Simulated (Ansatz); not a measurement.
## Effect of isotropic strain +2.00 % on SnTe

Start from SnTe in the rock salt structure (space group Fm-3m, No. 225; a = 6.235 Å).

Perturbation: an isotropic linear strain of +2.00 %, atoms relaxed at fixed cell.

Calculations: Ansatz (a program for electronic structure), LDA, PAW, cutoff 420 eV, scalar-relativistic without spin-orbit coupling. Γ-centred 9×9×9 mesh, Fermi–Dirac width 0.05 eV.

```tsv
quantity	base	changed	shift
volume per atom	30.30 Å³	32.15 Å³	+1.85 Å³
space group	Fm-3m (No. 225)	Fm-3m (No. 225)	–
shortest interatomic distance	3.117 Å	3.180 Å	+0.0623 Å
energy relative to the base (free energy F)	0 meV/atom	+16 meV/atom	+16 meV/atom
pressure	0.0 GPa	-2.6 GPa	-2.6 GPa
band gap (uncertain: the edges found look like a band crossing or inverted bands; the base alone)	0.16 eV	zero	–
```

Spin-orbit coupling, missing from the scalar runs, can matter with Te. Stability against distortions was not tested. All final runs are without spin polarisation. Gaps under 0.05 eV, about the width of the smearing, are given as zero. A zero or small gap of SnTe can be the functional's error rather than a property of the material.
